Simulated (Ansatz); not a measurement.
The reference is Ti in the hcp (Mg type) structure (space group P6_3/mmc, No. 194; a = 2.940 Å, c = 4.654 Å; relaxed with 0.1 eV smearing).

(Cell as relaxed with PBE.)

Levels (all Ansatz, a first-principles code, PAW): PBE (420 eV, spin-orbit coupling left out); r2SCAN (500 eV, without spin-orbit coupling).

Each level relaxes its own structure.

```csv
base,PBE,r2SCAN
volume per atom,17.42 Å³,17.32 Å³
lattice parameter a,2.940 Å,2.936 Å
band gap,zero,zero
```

It is then changed as follows: every lattice vector is shortened by 4.10 %; the atoms relax in the strained cell.

| quantity | PBE | r2SCAN |
|---|---|---|
| pressure (mean of the normal stresses, compression positive) | 17.4 GPa | ? |
| energy relative to the base (free energy F) | +102 meV/atom | ? |
| band gap | zero | ? |

Predict the r2SCAN column.


- pressure (mean of the normal stresses, compression positive), r2SCAN: 18.1 GPa
- energy relative to the base (free energy F), r2SCAN: +106 meV/atom
- band gap, r2SCAN: zero

PBE's pressure lies 0.7 GPa below r2SCAN's; PBE's energy relative to the base lies 4.1 meV/atom below r2SCAN's; the two agree on the band gap. Neither level is exact; r2SCAN is the comparison here, not a measurement.

No phonon test of stability was made. All final runs are without spin polarisation.
